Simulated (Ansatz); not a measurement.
Start from HgS in the zinc blende structure (space group F-43m, No. 216; a = 5.876 Å). Axes: x, y, z lie along the cube axes.

Level of theory: PBEsol in Ansatz (plane waves to 420 eV, PAW, no spin-orbit coupling).

The change: every lattice vector is shortened by 2.50 %, atoms relaxed at fixed cell.

Question: Predict the stress tensor and what it implies for the stiffness.

Answer: Stress of the strained cell less that of the base (GPa, compression positive):
```
    5.5     0.0     0.0
    0.0     5.5     0.0
    0.0     0.0     5.5
```

Then B = −ΔP/(ΔV/V₀) with ΔV/V₀ = -0.0731 gives secant stiffness values (nonlinear terms included at this strain): B ≈ 76 GPa.

As a check, the harmonic strain energy −½ V₀ Δσ:ε is 33 meV/atom; the computed energy rise is 30 meV/atom.

The mesh was chosen for an insulator and is coarse for the gapless case. Stability against distortions was not tested. All final runs are without spin polarisation.

Ansatz is an electronic-structure program.
